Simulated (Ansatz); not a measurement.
Consider the following.

```
Ga2O3
1.0
    3.04923     0.00000     0.00000
    1.52461     6.15849    -0.00518
    0.00000    -1.38171     5.75071
Ga O
4 6
Direct
  0.90775   0.18450   0.79804
  0.09225   0.81550   0.20196
  0.34158   0.31683   0.31524
  0.65842   0.68317   0.68476
  0.83399   0.33203   0.11030
  0.16601   0.66797   0.88970
  0.82705   0.34589   0.56281
  0.17295   0.65411   0.43719
  0.50461   0.99077   0.25453
  0.49539   0.00923   0.74547
```

No spin polarisation.

The values are results of Kohn–Sham DFT with the PBE functional, run in Ansatz (a first-principles code) with PAW and 420 eV plane waves, scalar-relativistic without spin-orbit coupling, not measurements. Γ-centred 11×11×6 mesh, Fermi–Dirac width 0.05 eV.

Problem. What space group does the calculation give?

Solution. C2/m (No. 12).

Problem. What band gap does the calculation give?

Solution. 2.11 eV.

The cells carry an imposed strain or load. Whether these cells are dynamically stable was not tested. The cell was made from Ga2O3 (space group C2/m, No. 12) by this change: biaxial strain −1.11 %, plane normal [001], relaxed out of plane.
